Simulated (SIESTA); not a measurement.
Input and output of a self-consistent single point for TiC (Fm-3m, 2 atoms in the cell) (SIESTA).

Level of theory: GGA PBEsol, numerical atomic orbitals DZP, PseudoDojo PBEsol standard norm-conserving potentials (rewritten from UPF to PSML) (SIESTA).

```yaml
crystal:
  lattice:
    - [0.00000, 2.17799, 2.17799]
    - [2.17799, 0.00000, 2.17799]
    - [2.17799, 2.17799, 0.00000]
  atoms:
    - { symbol: Ti, position: [0.00000, 0.00000, 0.00000] }
    - { symbol: C, position: [0.50000, 0.50000, 0.50000] }
```

Reference input (self-consistent single point, DFT, GGA PBE, numerical atomic orbitals DZP, PseudoDojo PBE standard norm-conserving potentials (rewritten from UPF to PSML)): XC.functional = GGA; XC.authors = PBE; potentials = PseudoDojo PBE standard; PAO.BasisSize = DZP; PAO.EnergyShift = 0.01 Ry; MeshCutoff = 400 Ry; kgrid.MonkhorstPack = 13 13 13; OccupationFunction = MP; OccupationMPOrder = 0; ElectronicTemperature = 2320.9 K; MaxSCFIterations = 150; SCF.Mixer.Method = Broyden. This run's input differs from it in these lines:

```diff
@@ -1,2 +1,2 @@
-# files in the folder: Ti.psml C.psml (PseudoDojo PBE standard)
+# files in the folder: Ti.psml C.psml (PseudoDojo PBEsol standard)
 SystemName  TiC
@@ -23,3 +23,3 @@
 XC.functional                GGA
-XC.authors                   PBE
+XC.authors                   PBEsol
 PAO.BasisSize                DZP
```

Output (repeated stretches shortened):

```
        iscf     Eharris(eV)        E_KS(eV)     FreeEng(eV)     dDmax    Ef(eV) dHmax(eV)
   scf:    1    -1743.402499    -1769.783333    -1769.785439  1.779718 -6.628670 12.350430
   scf:    2    -1781.559439    -1777.562192    -1777.567334  0.299556 -6.415784  3.635750
   scf:    3    -1777.983711    -1778.005671    -1778.011859  0.145632 -6.505911  0.743378
   scf:    4    -1777.962017    -1778.012649    -1778.018510  0.032165 -6.627142  0.822786
   scf:    5    -1778.037922    -1778.036947    -1778.043005  0.040898 -6.698639  0.091557
   [... 8 lines left out ...]
   scf:   14    -1778.037331    -1778.037331    -1778.043377  0.000028 -6.692642  0.000307
   scf:   15    -1778.037331    -1778.037331    -1778.043377  0.000018 -6.692642  0.000250
   scf:   16    -1778.037331    -1778.037331    -1778.043377  0.000013 -6.692640  0.000201
   scf:   17    -1778.037331    -1778.037331    -1778.043377  0.000009 -6.692637  0.000162
SCF Convergence by DM+H criterion
max |DM_out - DM_in|         :     0.0000094560
max |H_out - H_in|      (eV) :     0.0001624697
SCF cycle converged after 17 iterations

Using DM_out to compute the final energy and forces

siesta: E_KS(eV) =            -1778.0373

siesta: E_KS - E_eggbox =     -1778.0373

siesta: Atomic forces (eV/Ang):
     1   -0.000000    0.000000   -0.000000
     2    0.000000   -0.000000    0.000000
   Tot   -0.000000    0.000000    0.000000
   Max    0.000000
   Res    0.000000    sqrt( Sum f_i^2 / 3N )
   Max    0.000000    constrained

Stress tensor Voigt[x,y,z,yz,xz,xy] (kbar):      118.24      118.24      118.24       -0.04       -0.04       -0.04
(Free)E + p*V (eV/cell)    -1779.5684
Target enthalpy (eV/cell)    -1778.0434

siesta: Program's energy decomposition (eV):
siesta: FreeEng =     -1778.043377

   [... lines left out ...]
siesta:     0.073801   -0.000025   -0.000025
siesta:    -0.000025    0.073801   -0.000025
siesta:    -0.000025   -0.000025    0.073801

siesta: Cell volume =         20.663203 Ang**3

siesta: Pressure (static):
siesta:                Solid            Molecule  Units
siesta:          -0.00080380         -0.00080380  Ry/Bohr**3
siesta:          -0.07380141         -0.07380141  eV/Ang**3
siesta:        -118.24289330       -118.24289330  kBar
```

The run converged in 17 iterations. Against the reference run the pressure goes from -5.40 to -11.82 GPa.

The starting cell has typed, rounded lattice constants, without a prior relaxation at this level. Its lattice was rescaled by a random factor within 2.5 % of one. Spin polarisation is off. Values carry the incompleteness of an atom-centred basis. With a pressure of about -12 GPa the cell is away from its equilibrium volume at this level.

Cost on one core of a shared machine: roughly 50 s.
